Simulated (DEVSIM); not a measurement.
Device: abrupt GaSb p-n junction, at 300 K.

```csv
layer (left to right),material,thickness (μm),Nd (cm⁻³),Na (cm⁻³),τn (s),τp (s)
1,GaSb,87.0,-,1.1e17,5.9e-10,5.9e-10
2,GaSb,5.40,1.5e16,-,5.9e-10,5.9e-10
```

Left contact: ohmic. Right contact: ohmic. Voltage is applied to the left contact. Recombination: SRH at mid-gap, radiative. Mobility is μmin + (μ − μmin)/(1 + (N/Nref)^α).

The device is made up for the run: typed textbook-type constants, with dimensions and the other settings drawn at random. Values at 300 K.

```csv
parameter,GaSb
gap (eV),0.726
affinity (eV),4.06
permittivity,15.7
Nc (cm⁻³),2.1e17
Nv (cm⁻³),1.8e19
μn (cm²/Vs),5000
μp (cm²/Vs),850
"μn,min",1000
"μp,min",190
"Nref,n",2.8e17
"Nref,p",9e17
αn,1.05
αp,0.65
B (cm³/s),1e-10
```

Simulated with DEVSIM: 1D drift-diffusion, Boltzmann statistics, complete ionisation; no tunnelling, impact ionisation, image-force lowering or self-heating.

**Question.** Tabulate band edges, carrier densities and field at zero bias.

**Answer.** Energies count from the Fermi level of the right contact; mesh points crowd at the junctions.

```json
[
 {"x (μm)": "0.000", "Ec (eV)": "0.594", "Ev (eV)": "-0.132", "n (cm⁻³)": "2.2e7", "p (cm⁻³)": "1.1e17", "field (V/cm)": "≈ 0"},
 {"x (μm)": "0.04535", "Ec (eV)": "0.594", "Ev (eV)": "-0.132", "n (cm⁻³)": "2.2e7", "p (cm⁻³)": "1.1e17", "field (V/cm)": "≈ 0"},
 {"x (μm)": "0.1764", "Ec (eV)": "0.594", "Ev (eV)": "-0.132", "n (cm⁻³)": "2.2e7", "p (cm⁻³)": "1.1e17", "field (V/cm)": "≈ 0"},
 {"x (μm)": "0.5789", "Ec (eV)": "0.594", "Ev (eV)": "-0.132", "n (cm⁻³)": "2.2e7", "p (cm⁻³)": "1.1e17", "field (V/cm)": "≈ 0"},
 {"x (μm)": "2.390", "Ec (eV)": "0.594", "Ev (eV)": "-0.132", "n (cm⁻³)": "2.2e7", "p (cm⁻³)": "1.1e17", "field (V/cm)": "≈ 0"},
 {"x (μm)": "7.239", "Ec (eV)": "0.594", "Ev (eV)": "-0.132", "n (cm⁻³)": "2.2e7", "p (cm⁻³)": "1.1e17", "field (V/cm)": "≈ 0"},
 {"x (μm)": "20.95", "Ec (eV)": "0.594", "Ev (eV)": "-0.132", "n (cm⁻³)": "2.2e7", "p (cm⁻³)": "1.1e17", "field (V/cm)": "≈ 0"},
 {"x (μm)": "65.27", "Ec (eV)": "0.594", "Ev (eV)": "-0.132", "n (cm⁻³)": "2.2e7", "p (cm⁻³)": "1.1e17", "field (V/cm)": "≈ 0"},
 {"x (μm)": "79.49", "Ec (eV)": "0.594", "Ev (eV)": "-0.132", "n (cm⁻³)": "2.2e7", "p (cm⁻³)": "1.1e17", "field (V/cm)": "≈ 0"},
 {"x (μm)": "84.42", "Ec (eV)": "0.594", "Ev (eV)": "-0.132", "n (cm⁻³)": "2.2e7", "p (cm⁻³)": "1.1e17", "field (V/cm)": "≈ 0"},
 {"x (μm)": "86.12", "Ec (eV)": "0.594", "Ev (eV)": "-0.132", "n (cm⁻³)": "2.2e7", "p (cm⁻³)": "1.1e17", "field (V/cm)": "≈ 0"},
 {"x (μm)": "86.81", "Ec (eV)": "0.594", "Ev (eV)": "-0.132", "n (cm⁻³)": "2.2e7", "p (cm⁻³)": "1.1e17", "field (V/cm)": "≈ 0"},
 {"x (μm)": "86.95", "Ec (eV)": "0.590", "Ev (eV)": "-0.136", "n (cm⁻³)": "2.6e7", "p (cm⁻³)": "9.4e16", "field (V/cm)": "-2700"},
 {"x (μm)": "87.00", "Ec (eV)": "0.517", "Ev (eV)": "-0.209", "n (cm⁻³)": "4.3e8", "p (cm⁻³)": "5.6e15", "field (V/cm)": "-37000"},
 {"x (μm)": "87.07", "Ec (eV)": "0.292", "Ev (eV)": "-0.434", "n (cm⁻³)": "2.6e12", "p (cm⁻³)": "9.3e11", "field (V/cm)": "-26000"},
 {"x (μm)": "87.25", "Ec (eV)": "0.076", "Ev (eV)": "-0.650", "n (cm⁻³)": "1.1e16", "p (cm⁻³)": "2.1e8", "field (V/cm)": "-1800"},
 {"x (μm)": "87.76", "Ec (eV)": "0.068", "Ev (eV)": "-0.658", "n (cm⁻³)": "1.5e16", "p (cm⁻³)": "1.6e8", "field (V/cm)": "≈ 0"},
 {"x (μm)": "89.22", "Ec (eV)": "0.068", "Ev (eV)": "-0.658", "n (cm⁻³)": "1.5e16", "p (cm⁻³)": "1.6e8", "field (V/cm)": "≈ 0"},
 {"x (μm)": "91.61", "Ec (eV)": "0.068", "Ev (eV)": "-0.658", "n (cm⁻³)": "1.5e16", "p (cm⁻³)": "1.6e8", "field (V/cm)": "≈ 0"},
 {"x (μm)": "92.14", "Ec (eV)": "0.068", "Ev (eV)": "-0.658", "n (cm⁻³)": "1.5e16", "p (cm⁻³)": "1.6e8", "field (V/cm)": "≈ 0"},
 {"x (μm)": "92.33", "Ec (eV)": "0.068", "Ev (eV)": "-0.658", "n (cm⁻³)": "1.5e16", "p (cm⁻³)": "1.6e8", "field (V/cm)": "≈ 0"},
 {"x (μm)": "92.40", "Ec (eV)": "0.068", "Ev (eV)": "-0.658", "n (cm⁻³)": "1.5e16", "p (cm⁻³)": "1.6e8", "field (V/cm)": "≈ 0"}
]
```
